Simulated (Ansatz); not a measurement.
We consider LiF (model structure, started from the NiAs type, P6₃/mmc, No. 194, 4 atoms in the cell), described by PBE0 (Ansatz, an electronic-structure program, plane waves, PAW).

Numerical settings: plane-wave cutoff 460 eV, 12×12×6 k mesh (along the axes of the cell as run), Fermi–Dirac smearing 0.01 eV, scalar-relativistic PAW data made under PBE.

Cell (relaxed with PBEsol):

Space group P6₃/mmc (No. 194); a = b = 2.787 Å, c = 4.810 Å, α = β = 90.00°, γ = 120.00°

```json
[
 {"atom": "Li", "site": "2a", "symmetry": "-3m.", "x": "0.0000", "y": "0.0000", "z": "0.0000"},
 {"atom": "F", "site": "2c", "symmetry": "-6m2", "x": "0.3333", "y": "0.6667", "z": "0.2500"}
]
```

Q: Give the computed band gap.

A: 
- band gap: 12.16 eV (direct)

Note: the relaxation could raise the start's symmetry but not lower it, so the cell can be a saddle point.

The computed numbers hold no vibrational or temperature effects.

A model structure was made by putting elements into a prototype or built by hand; it is no filed structure, need not be a known phase, and can be a saddle point held by its symmetry.
